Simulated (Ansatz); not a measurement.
**Pressure series in Cu**

Start from Cu in the fcc (Cu type) structure (space group Fm-3m, No. 225; a = 3.6288 Å).

Cell and atoms are relaxed at each pressure.

Level of theory: PBE (Ansatz, an electronic-structure program, PAW, spin-orbit coupling left out), earlier PAW set.

Two rows of this table had their results exchanged by mistake.

```
pressure           volume per atom (Å³)  shortest distance (Å)  band gap
-----------------  --------------------  ---------------------  --------
pressure −2 GPa                   12.12                  2.579      zero
pressure −1 GPa                   12.03                  2.572      zero
pressure 0.9 GPa                  11.87                  2.561      zero
pressure 2.1 GPa                  11.78                  2.554      zero
pressure 4.5 GPa                  11.60                  2.541      zero
pressure 9 GPa                    10.61                  2.467      zero
pressure 15 GPa                   10.97                  2.494      zero
pressure 22.5 GPa                 11.30                  2.519      zero
pressure 30 GPa                   10.32                  2.443      zero
```

### Question
Which two?

### Answer
The rows for pressure 9 GPa and pressure 22.5 GPa: the volume has to fall steadily with pressure, so 11.30 Å³ belongs to pressure 9 GPa and 10.61 Å³ to pressure 22.5 GPa.

Load acts through the strain it causes; cell and atoms are relaxed under it. Whether these cells are dynamically stable was not tested. Competing high-pressure phases were not computed. The final runs are not spin-polarised.
